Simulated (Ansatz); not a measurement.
Results of PBEsol (PAW; Ansatz, a program for electronic structure) for skutterudite RhSb₃.

Settings: plane-wave cutoff 520 eV, 8×8×8 k mesh, Fermi–Dirac smearing 0.05 eV, no spin polarisation, scalar-relativistic PAW data made under PBE.

Computed at the level's own relaxed cell.

**Question.** What does this level give for the lattice constant a?

**Answer.** 
- lattice constant a = 9.248 Å

The run finds no gap.

Note: the gap of the solid is closed in this run; this level leaves the solid without a gap, although one is measured.

Spin–orbit coupling is not included; it can open a gap where bands touch, and shift volumes and moduli.

Static lattice: no zero-point or thermal effects.
